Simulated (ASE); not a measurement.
AlP (zinc blende), cell Al32P32, started from the crystal [in the run: it stayed crystalline; mean temperature 294 K (target 300 K)]; MD at a mean temperature of 294 K and a mean pressure of 0.1 GPa, 3.0 ps sampled (in preparation the cell's shape was held).

Problem. Give the P-Al-P angle; first peak of g(Al-Al); first peak of g(P-P); coordination of P (bonds up to Al-P 3.34 Å) at the level the machine-learned potential CHGNet 0.3.0 in ASE.

Solution. 
| Item | Result |
|---|---|
| P-Al-P angle | mean 109°, spread 5°, most frequent near 110° |
| first peak of g(Al-Al) | 3.90 Å, height 7.2 |
| first peak of g(P-P) | 3.90 Å, height 8.2 |
| coordination of P (bonds up to Al-P 3.34 Å) | 4.00 (4-fold 100 %) |
